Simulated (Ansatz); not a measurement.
# ZnSe under a change: pressure 5 GPa

The reference is ZnSe in the zinc blende structure (space group F-43m, No. 216; a = 5.6655 Å).

It is then changed as follows: cell and atoms relaxed at a pressure of 5 GPa.

All numbers come from r2SCAN, PAW, 500 eV (Ansatz, a quantum-chemistry and plane-wave program; no SOC). k-mesh 10×10×10 (Γ-centred); smearing 0.05 eV (Fermi–Dirac).

- Volume per atom = 21.27 Å³ (base 22.73 Å³)
- Density = 5.63 g/cm³ (base 5.27 g/cm³)
- Lattice parameter a = 5.542 Å (base 5.665 Å)
- Shortest interatomic distance = 2.400 Å (base 2.453 Å)
- Enthalpy H = E + PV relative to the base's energy = +0.69 eV/atom
- Band gap = 2.16 eV (base 1.87 eV)
- Gap character = direct at Γ (base direct at Γ)
- Mean gap deformation potential ΔEg/Δln V = -4.4 eV
- Width of the top valence band = 3.04 eV (base 2.71 eV)
- Electron mass = 0.13 mₑ (at Γ) (base 0.12 mₑ (at Γ))
- Hole mass (degenerate bands, along [100]) = 0.14, 0.55, 0.55 mₑ (at Γ) (base 0.13, 0.60, 0.60 mₑ (at Γ))
- Valley order (the lowest conduction-band minima on the path, energy above the VBM, named in the base's zone) = Γ 2.16 eV; L along ⟨111⟩ 3.18 eV; X along ⟨100⟩ 3.18 eV (base Γ 1.87 eV; L along ⟨111⟩ 3.05 eV; X along ⟨100⟩ 3.34 eV)

Cost of the whole job for the changed cell (relaxation, final SCF and bands): very roughly 70 core-seconds.

Load acts through the strain it causes; cell and atoms are relaxed under it. Effective masses come from finite differences of ±0.01 Å⁻¹. Whether these cells are dynamically stable was not tested. Tetrahedral semiconductors of this kind turn to denser phases somewhere between about 1 and 50 GPa; those were not computed, so compressed cells here can lie past the real transition.
